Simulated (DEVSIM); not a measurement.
Structure: Co/SiO2/p-Si capacitor, at 400 K.

Layer 1 from the left is SiO2, thickness (nm) 4.60. Layer 2 from the left is Si, thickness (nm) 590, Na (cm⁻³) 9.5e16.

Metal gate on the left, work function 5 eV. Fixed charge at the semiconductor interface 0 cm⁻² (in units of +e); no interface traps.

The device is made up for the run: typed textbook-type constants, with dimensions and the other settings drawn at random. Values at 300 K; Nc and Nv go as T^1.5, mobilities as T to minus their exponent, the gap by Varshni's rule with the affinity fixed.

SiO2: gap (eV) 9, affinity (eV) 0.9, permittivity 3.9. Si: gap (eV) 1.124, affinity (eV) 4.05, permittivity 11.7, Nc (cm⁻³) 2.86e19, Nv (cm⁻³) 3.1e19, Varshni α (eV/K) 0.000473, Varshni β (K) 636.

Estimate by hand the flat-band voltage, the threshold voltage, and compare with a numerical solution.


- Flat-band voltage: C = 0.751 μF/cm², work-function difference 0.068 V; VFB = φms − qNf/C = 0.07 V; numerical 0.07 V.
- Threshold voltage: φF = 0.335 V, depletion charge √(4εqNφF) = 1.45e-7 C/cm²; VT = VFB + 2φF + Qd/C = 0.93 V; numerical 0.93 V.

Model (solved in DEVSIM): 1D Poisson equation in equilibrium, Boltzmann statistics, complete ionisation; no quantum confinement or tunnelling. Metal contacts follow the ideal Schottky-Mott rule: no Fermi-level pinning, no interface dipoles.
